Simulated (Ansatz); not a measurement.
The parent structure is MoSi2 (space group I4/mmm, No. 139).

```xyz
3
Lattice="-1.5871 1.5871 3.8887 1.5871 -1.5871 3.8887 1.5871 1.5871 -3.8887" Properties=species:S:1:pos:R:3 pbc="T T T"
Si     0.0000     0.0000     5.1701
Si     0.0000     0.0000     2.6073
Mo     0.0000     0.0000     0.0000
```

Level of theory: plane-wave PAW DFT at the LDA level (Ansatz, a program for electronic structure, 420 eV), spin-orbit coupling left out.

One change was made to it. Results:

The density increases by 0.06 g/cm³ to 6.51 g/cm³; the shortest interatomic distance shrinks by 0.005 Å to 2.558 Å.

Which change produced these results?
A. pressure 22.5 GPa
B. pressure −1 GPa
C. pressure 2.1 GPa
D. pressure 30 GPa
E. pressure 9 GPa

C, pressure 2.1 GPa. For comparison, the density in the other runs: pressure 9 GPa gives 6.69 g/cm³; pressure 30 GPa gives 7.17 g/cm³; pressure 22.5 GPa gives 7.01 g/cm³; pressure −1 GPa gives 6.42 g/cm³.

Load acts through the strain it causes; cell and atoms are relaxed under it. Whether these cells are dynamically stable was not tested. Competing high-pressure phases were not computed. The final runs are not spin-polarised.
